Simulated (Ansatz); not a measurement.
Band structure of Y2Al3Si2 (C2/m, 7 atoms in the cell).

```xyz
7
Lattice="5.0632 -2.0142 0.0000 5.0632 2.0142 0.0000 -1.2739 0.0000 6.4631" Properties=species:S:1:pos:R:3 pbc="T T T"
Y      2.9831     0.0000     4.3810
Y      5.8693     0.0000     2.0820
Al     5.9259     0.0000     5.6109
Al     2.9265     0.0000     0.8522
Al     0.0000     0.0000     0.0000
Si     8.7393     0.0000     2.3169
Si     0.1131     0.0000     4.1461
```

Level of theory: LDA (PW92), PAW files made with PBE (plane waves; Ansatz, a first-principles code).

Settings: basis.ecutwfc = 30.9 Ry; kpoints.mp_grid.grid = 6 6 4; hamiltonian.xc = lda; hamiltonian.pseudopotentials = {kind: paw} (the program's default PAW files); scf.occupations.method = gaussian; scf.occupations.width = 0.0037 Ry; kpoints.band_path.npoints = 8.

The starting cell comes from a database of computed structures (which also holds hypothetical and non-ambient phases and stackings), without a prior relaxation at this level. Its lattice was rescaled by a random factor within 2.5 % of one.

Levels in eV from the Fermi level, bands 16 to 23:
```tsv
point	16	17	18	19	20	21	22	23
Γ	-1.89	-1.72	-1.40	0.14	0.14	0.32	0.51	0.98
Y	-1.46	-0.64	-0.54	-0.37	0.10	0.90	1.64	2.00
F	-2.24	-1.73	-0.70	-0.26	0.46	0.83	0.94	1.18
L	-1.86	-1.74	-1.06	-0.79	0.15	1.27	1.85	1.95
I	-2.48	-1.71	-1.64	-1.13	-0.92	0.41	1.22	2.30
```

Bands cross the Fermi level along this path, so the cell is metallic at this level.

Keys are those of Ansatz 0.2.
